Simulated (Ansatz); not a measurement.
**Pressure series in TaC**

Base system: TaC in the rock salt structure (space group Fm-3m, No. 225; a = 4.440 Å).

Cell and atoms are relaxed at each pressure.

Method: PBEsol/PAW in Ansatz (a quantum-chemistry and plane-wave program), no SOC.

Notes on the quantities. enthalpy: H = E + PV relative to the base's energy.

```json
[
 {"variant": "base", "enthalpy": "–", "volume per atom": "10.94 Å³"},
 {"variant": "pressure −2 GPa", "enthalpy": "-0.14 eV/atom", "volume per atom": "11.01 Å³"},
 {"variant": "pressure −1 GPa", "enthalpy": "-0.07 eV/atom", "volume per atom": "10.97 Å³"},
 {"variant": "pressure 0.9 GPa", "enthalpy": "+0.06 eV/atom", "volume per atom": "10.91 Å³"},
 {"variant": "pressure 2.1 GPa", "enthalpy": "+0.14 eV/atom", "volume per atom": "10.88 Å³"},
 {"variant": "pressure 4.5 GPa", "enthalpy": "+0.31 eV/atom", "volume per atom": "10.80 Å³"},
 {"variant": "pressure 9 GPa", "enthalpy": "+0.61 eV/atom", "volume per atom": "10.67 Å³"},
 {"variant": "pressure 15 GPa", "enthalpy": "+1.00 eV/atom", "volume per atom": "10.51 Å³"},
 {"variant": "pressure 22.5 GPa", "enthalpy": "+1.49 eV/atom", "volume per atom": "?"},
 {"variant": "pressure 30 GPa", "enthalpy": "+1.97 eV/atom", "volume per atom": "10.15 Å³"}
]
```

Q: Fill in the withheld entries from the trend.

A: 
- pressure 22.5 GPa, volume per atom: 10.33 Å³

Load acts through the strain it causes; cell and atoms are relaxed under it. Stability against distortions was not tested. No other phases were tried under pressure. The final runs are not spin-polarised. An odd electron count without spin: TaC.
